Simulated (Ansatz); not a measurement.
Consider HfS2 in the CdI2 type structure (space group P-3m1, No. 164; a = 3.5475 Å, c = 5.5773 Å; layered, stacked along the Cartesian z axis).

Level of theory: PBEsol-D3(BJ)/PAW in Ansatz (an electronic-structure program), scalar-relativistic without spin-orbit coupling.

One change was made to it. Results:

| quantity | base | after |
|---|---|---|
| shortest interatomic distance | 4.754 bohr | 4.713 bohr |
| band gap | 0.45 eV | zero |

### Question
Which change produced these results?
(A) pressure 9 GPa
(B) pressure 1.8 GPa
(C) pressure −1 GPa
(D) pressure 4.2 GPa
(E) pressure 45 GPa

### Answer
D, pressure 4.2 GPa. For comparison, the shortest interatomic distance in the other runs: pressure 1.8 GPa gives 4.735 bohr; pressure 9 GPa gives 4.674 bohr; pressure −1 GPa gives 4.765 bohr; pressure 45 GPa gives 4.500 bohr.

The mesh was chosen for an insulator and is coarse for the gapless case. With Hf present, leaving out spin-orbit coupling can change the band edges. Load acts through the strain it causes; cell and atoms are relaxed under it. Stability against distortions was not tested. Competing high-pressure phases were not computed. All final runs are without spin polarisation. Gaps under 0.05 eV, about the width of the smearing, are given as zero. A zero or small gap of HfS2 under pressure 4.2 GPa, HfS2 under pressure 1.8 GPa and HfS2 under pressure 9 GPa can be the functional's error rather than a property of the material.
